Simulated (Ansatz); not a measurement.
# Fermi-surface data of Hf2Ge (I4/mcm)

Given:

```
Hf2Ge
1.0
   -3.27749     3.27749     2.62251
    3.27749    -3.27749     2.62251
    3.27749     3.27749    -2.62251
Hf Ge
4 2
Direct
  0.34477   0.15523   0.50000
  0.65523   0.84477   0.50000
  0.15523   0.65523   0.81047
  0.84477   0.34477   0.18953
  0.25000   0.25000   0.00000
  0.75000   0.75000   0.00000
```

The numbers are results of PBEsol, rigid bands (plane waves, PAW, scalar-relativistic; Ansatz, a program for electronic structure), not measurements. Geometry: cell and atoms relaxed with PBEsol.

```json
{
 "density of states at the Fermi level": "2.65 states/(eV·cell), both spins",
 "bare Sommerfeld coefficient": "1.04 mJ/(mol of atoms·K²)",
 "drude_plasma_energy": "2.9 (x), 2.9 (y), 5.2 (z) eV",
 "root-mean-square Fermi velocity": "4.8e5 m/s",
 "resistivity times τ": "59 (x), 59 (y), 18.4 (z) ×10⁻²² Ω·m·s"
}
```

A metal at this level (no band gap); rigid bands, thermally averaged at 300 K, both spins. Spin-orbit coupling is left out, which matters with elements this heavy. τ is one relaxation time for all states.

Computed structure with no diffraction record at hand here (it may be known, metastable or hypothetical): Hf2Ge (I4/mcm).
